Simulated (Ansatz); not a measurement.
## Response to strain in Zr

The reference is Zr in the hcp (Mg type) structure (space group P6_3/mmc, No. 194; a = 3.1438 Å, c = 5.0928 Å; relaxed with 0.1 eV smearing).

Strains are applied to the cell and any free atomic positions relax.

Calculations: plane-wave PAW DFT at the LDA level (Ansatz, a program for electronic structure, 420 eV), spin-orbit coupling left out.

Candidates:
(a) isotropic strain +2.50 %
(b) isotropic strain −1.50 %
(c) isotropic strain +1.50 %
(d) isotropic strain −2.50 %
(e) isotropic strain +0.50 %

Notes on the quantities. energy relative to the base: free energy F.

Problem. Order them by energy relative to the base, highest first.

Solution. (d) isotropic strain −2.50 % (+42 meV/atom), (a) isotropic strain +2.50 % (+38 meV/atom), (b) isotropic strain −1.50 % (+15 meV/atom), (c) isotropic strain +1.50 % (+14 meV/atom), (e) isotropic strain +0.50 % (+1.6 meV/atom)

Whether these cells are dynamically stable was not tested. All final runs are without spin polarisation.
